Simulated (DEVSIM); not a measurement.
System: abrupt GaAs p-n junction, at 300 K.

| layer (left to right) | material | thickness (μm) | Nd (cm⁻³) | Na (cm⁻³) | τn (s) | τp (s) |
|---|---|---|---|---|---|---|
| 1 | GaAs | 0.150 | - | 9.1e17 | 3e-8 | 3e-8 |
| 2 | GaAs | 0.860 | 1.2e16 | - | 3e-8 | 3e-8 |

Left contact: ohmic. Right contact: ohmic. Voltage is applied to the left contact. Recombination: SRH at mid-gap, radiative. Mobility is constant in doping.

This is a model device: material constants are rounded textbook-type values typed into the input, and sizes, dopings and lifetimes were drawn at random. Values at 300 K.

```
parameter        GaAs
-------------  ------
gap (eV)        1.424
affinity (eV)    4.07
permittivity     12.9
Nc (cm⁻³)      4.7e17
Nv (cm⁻³)        9e18
μn (cm²/Vs)      8500
μp (cm²/Vs)       400
B (cm³/s)       2e-10
```

Model (solved in DEVSIM): 1D drift-diffusion, Boltzmann statistics, complete ionisation; no tunnelling, impact ionisation, image-force lowering or self-heating.

The thickness of layer 1 was swept, all else fixed.

```csv
thickness of layer 1 (μm),dark forward voltage at 1 A/cm² (V),dark forward voltage at 100 A/cm² (V)
0.03,0.958,1.079
0.052,0.970,1.091
0.09,0.981,1.102
0.15,0.990,1.112
0.26,0.997,1.120
0.45,1.003,1.126
0.75,1.006,1.131
```

From the first row to the last the dark forward voltage at 1 A/cm² goes from 0.958 to 1.006. From the first row to the last the dark forward voltage at 100 A/cm² goes from 1.079 to 1.131.
